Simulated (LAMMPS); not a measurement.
Quenches at 1e+14 K/s across the composition of Cu (fcc) with a share x of Cu sites Pt; each row starts from its own melt temperature.

Computed with classical MD, pair style eam, the elements' _u3.eam files (universal-3 set of Foiles, Baskes and Daw) (LAMMPS).

```csv
x,density,state
0.25,12.4 g/cm³ (one sample),glass
0.5,15.7 g/cm³ (one sample),glass
0.75,18.6 g/cm³ (one sample),glass
```
